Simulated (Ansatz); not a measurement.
## A computed series for Ca: element substitutions

The parent structure is Ca in the fcc (Cu type) structure (space group Fm-3m, No. 225; a = 5.568 Å).

Each row replaces one element on all its sites; cell and atoms are relaxed.

Computed with r2SCAN in Ansatz (plane waves to 500 eV, PAW, no SOC).

Before the change:

The volume per atom is 43.17 Å³.

Problem. The aim is a volume per atom between 23.84 Å³ and 25.90 Å³. Which of these changes reaches it?
A. Ca → Cs
B. Ca → Rb
C. Ca → Ce

Solution. C, Ca → Ce. It gives 25.36 Å³; Ca → Rb gives 95.54 Å³; Ca → Cs gives 124.64 Å³. Changes not listed may reach it too

Open 4f shells without U are poorly described, and the f state was not checked. No phonon test of stability was made. For Rb in this form, whether it has been made was not checked. Seeded moments were not kept for Ca → Ce. The final runs are not spin-polarised. This is not the structure that Rb has at room temperature and ambient pressure. This is not the structure that Cs has at room temperature and ambient pressure.

Ansatz is a quantum-chemistry and plane-wave program.
